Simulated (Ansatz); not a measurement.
## Short convergence ladders for LaAs (I4mm, 2 atoms in the cell)

```
LaAs
1.0
    0.00000     3.11458     3.11458
    3.11458     0.00000     3.11458
    3.11458     3.11458     0.00000
La As
1 1
Direct
  0.00803   0.00803   0.99197
  0.50000   0.50000   0.50000
```

Base method: LDA (PW92), default PAW files made with PBE (plane waves; Ansatz, a first-principles code).

Base settings: basis.ecutwfc = 420 eV; kpoints.mp_grid.grid = 9 9 9; hamiltonian.xc = lda; hamiltonian.pseudopotentials = {kind: paw} (the program's default PAW files); scf.occupations.method = gaussian; scf.occupations.width = 0.1 eV.

The count of work is k-points × plane waves × bands × iterations; it is no time. 

**The cutoff for other potential files**

Level: DFT, LDA (PW92), plane waves, harder PAW files (source: ansatz) made with PBE.

In this ladder: hamiltonian.pseudopotentials = {kind: paw, source: ansatz}.

The second cell is the first with its lattice scaled by 0.98.

The mesh stays at the base's, so the ladder's end is converged at best in this setting alone.

The first pressure column holds Ansatz's estimate of the finite-basis (Pulay) stress, which hides part of the cutoff error; the other is without it.

Only quantities that move along the ladder and can be compared are tabulated.

```csv
basis.ecutwfc,free energy less the last step's (meV/atom),energy of the compressed cell less the first (meV/atom),pressure (GPa),pressure without the Pulay estimate (GPa),largest difference of a force vector from the last step's (eV/Å),count of work / last
270 eV,2752.36,-45.87,-5.65,-78.36,0.010,0.11
330 eV,483.10,-39.67,-5.25,-22.50,0.004,0.15
420 eV,21.62,-36.98,-5.09,-6.37,0.000,0.22
510 eV,0.56,-36.94,-5.09,-5.11,0.000,0.28
600 eV,0.24,-36.93,-5.08,-5.09,0.000,0.34
720 eV,0.13,-36.93,-5.08,-5.09,0.000,0.47
900 eV,0.03,-36.93,-5.08,-5.09,0.000,0.64
1200 eV,0.00,-36.94,-5.08,-5.08,0.000,1.0
```

Coarsest basis.ecutwfc that holds the pressure within 0.05 GPa of the last step, with all finer ones: 420 eV, at 0.22 of the last step's count of work; the step before is off by 0.16 GPa.

Coarsest basis.ecutwfc that holds the energy of the compressed cell less the first within 2 meV/atom of the last step, with all finer ones: 420 eV, at 0.22 of the last step's count of work; the step before is off by 2.7 meV/atom.

Coarsest basis.ecutwfc that holds the free energy within 2 meV/atom of the last step, with all finer ones: 510 eV, at 0.28 of the last step's count of work; the step before is off by 22 meV/atom.

The energy difference between the two cells stays within 1 meV/atom of the last step's from 420 eV on, the total only from 510 eV on: much of the error is common to both cells and cancels.

At the lowest cutoff the pressure without the Pulay estimate lies 73.3 GPa under the last step's, the usual sign of Pulay stress in an incomplete plane-wave basis.

**The relaxed cell against the cutoff**

On LaAs (Fm-3m, 2 atoms in the cell): atoms on their sites.

In this ladder: relax = cell and atoms.

The mesh stays at the base's, so the ladder's end is converged at best in this setting alone.

Only quantities that move along the ladder and can be compared are tabulated.

| basis.ecutwfc | relaxed volume (Å³/atom) | relaxation steps |
|---|---|---|
| 210 eV | 27.833 | 29 |
| 250 eV | 27.979 | 16 |
| 295 eV | 27.897 | 9 |
| 355 eV | 27.875 | 8 |
| 420 eV | 27.879 | 6 |
| 505 eV | 27.877 | 6 |
| 630 eV | 27.876 | 6 |
| 840 eV | 27.876 | 6 |

Coarsest basis.ecutwfc that holds the relaxed volume within 0.028 Å³/atom of the last step, with all finer ones: 295 eV; the step before is off by 0.10 Å³/atom.

On the base run: the starting cell comes from a database of computed structures (which also holds hypothetical and non-ambient phases and stackings), without a prior relaxation at this level. Its lattice was rescaled by up to half a per cent. One atom was moved a little off its site on purpose.

Keys are those of Ansatz 0.2.
